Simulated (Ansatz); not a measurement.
Results of PBEsol (plane waves, PAW; Ansatz, an electronic-structure program) for SrScHO2 (model structure, started from the SrVO2H type, P4/mmm, No. 123, 5 atoms in the cell).

Numerical settings: plane-wave cutoff 520 eV, 8×8×10 k mesh (along the axes of the cell as run), Fermi–Dirac smearing 0.01 eV, scalar-relativistic PAW data made under PBE.

Cell (relaxed at this level):

```xyz
5
Lattice="4.0871 0.0000 0.0000 0.0000 4.0871 0.0000 0.0000 0.0000 3.8172" Properties=species:S:1:pos:R:3 pbc="T T T"
Sr     2.0436     2.0436     1.9086
Sc     0.0000     0.0000     0.0000
O      2.0436     0.0000     0.0000
O      0.0000     2.0436     0.0000
H      0.0000     0.0000     1.9086
```

Problem. Give the computed band gap, Γ–Γ gap and bulk modulus B0.

Solution. 
- band gap = 2.22 eV (on the SCF k mesh)
- Γ–Γ gap = 4.08 eV
- bulk modulus B0 = 111 GPa

Note: the bulk modulus is −V dP/dV from two relaxed cells at ±2 % in volume; the relaxation could raise the start's symmetry but not lower it, so the cell can be a saddle point.

Spin–orbit coupling is not included.

The computed numbers hold no vibrational or temperature effects.

Cost on a shared machine: about 90 core-seconds (a rough figure).

A model structure was made by putting elements into a prototype or built by hand; it is no filed structure, need not be a known phase, and can be a saddle point held by its symmetry.
